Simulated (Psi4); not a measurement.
Psi4 1.11, BP86/def2-svp: Ge(F)(OMe) (C[O][Ge][F]), 7 atoms. The geometry is a generated start, not checked to be a minimum at this level.

```json
{
 "task": "energy",
 "method": "bp86",
 "basis": "def2-svp",
 "memory": "3 GB",
 "maxiter": "100",
 "keys_of_the_molecule_block": "symmetry c1",
 "scf_type": "df (default)",
 "guess": "auto, which took SAD (default)",
 "scf_initial_accelerator": "adiis (default)",
 "e_convergence": "1e-06 (default)",
 "d_convergence": "1e-06 (default)",
 "dft_radial_points": "75 (default)",
 "dft_spherical_points": "302 (default)",
 "basis_functions": "89",
 "grid_points": "151441"
}
```

```xyz
7

Ge    -0.6149     0.3294     2.0309
F     -2.0705     1.1259     1.1964
O      0.3309    -0.1789     0.6838
C      0.5445    -0.2954    -0.7086
H      0.5911     0.6950    -1.1639
H      1.4885    -0.8191    -0.8701
H     -0.2695    -0.8569    -1.1684
```

One run each on 2 threads. Values of diis_max_vecs tried: 3, 6, 10 (default), 20.

Problem. Predict the course of the SCF iterations along this series.

Solution. Fewest SCF iterations, within one of each other: 6 with 10, 10 (default) with 10, 20 with 10. The count rises to 34 at 3. All converge to one solution.

| diis_max_vecs | SCF iterations | end |
|---|---|---|
| 3 | 34 | same solution |
| 6 | 10 | same solution |
| 10 (default) | 10 | same solution |
| 20 | 10 | same solution |
